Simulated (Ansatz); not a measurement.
Band gap of zinc-blende III-V compounds: r2SCAN against PBE

Ansatz (plane waves, PAW); cells keep the symmetry of their structure type. Ansatz (a first-principles code) is a plane-wave DFT program; potentials: the later of its two PAW sets. No spin-orbit coupling. PBE gaps are read at band edges searched over the zone in cells relaxed at that level, r2SCAN gaps at band edges searched over the zone in cells relaxed at that level. The two cells differ, so the slope holds a volume effect too.

Here x stands for PBE gap and y for r2SCAN gap.

| solid | PBE gap (eV) | r2SCAN gap (eV) |
|---|---|---|
| GaAs | 0.16 | 0.96 |
| InP | 0.44 | 1.03 |
| BAs | 1.20 | 1.37 |
| BP | 1.25 | 1.41 |
| GaN | 1.54 | 2.17 |
| GaP | 1.58 | 1.84 |
| AlN | 3.31 | 3.94 |
| BN | 4.46 | ? |

**Question.** Using a straight line, estimate the missing y at x = 4.46 from the other rows, showing the fit.

**Answer.** With u = x - 1.4, the rows have u = -1.2400, -0.9600, -0.2000, -0.1500, 0.1400, 0.1800, 1.9100. Means: u -0.045714, y 1.817. About the means, the sum of products is 6.0772 and the sum of squares of u is 6.2072; the slope is their ratio. Least squares gives y = 1.862 + 0.9791·u. Residuals (row less fit): 0.312, 0.108, -0.296, -0.305, 0.171, -0.198, 0.208; standard error 0.283 (degrees of freedom: 5). The slope is 0.979 with a standard error of 0.11. At the withheld row, u = 3.0600, so y = 1.862 + 0.9791 × 3.0600 = 4.858 eV. The calculation gives 5.00 eV, 0.142 eV above the prediction (3.5 % of the range of y in the table). The row lies outside the fitted rows, so this is an extrapolation. From the scatter of the fitted rows alone, a prediction at this place has a standard error of 0.465 eV, so the miss is 0.3 times that.

GaN is here a metastable form; wurtzite is the usual one. AlN is here a metastable form; wurtzite is the usual one. Spin-orbit coupling is left out, which can shift this property for GaAs, InP, BAs. Left out of the series because the gap is closed or under 0.1 eV at PBE or r2SCAN: GaSb. The rows are a random draw from the solids of this series computed here; series whose standard error about the line passes 12 to 30 % of the range of y, or with no trend, aren't shown in this form.
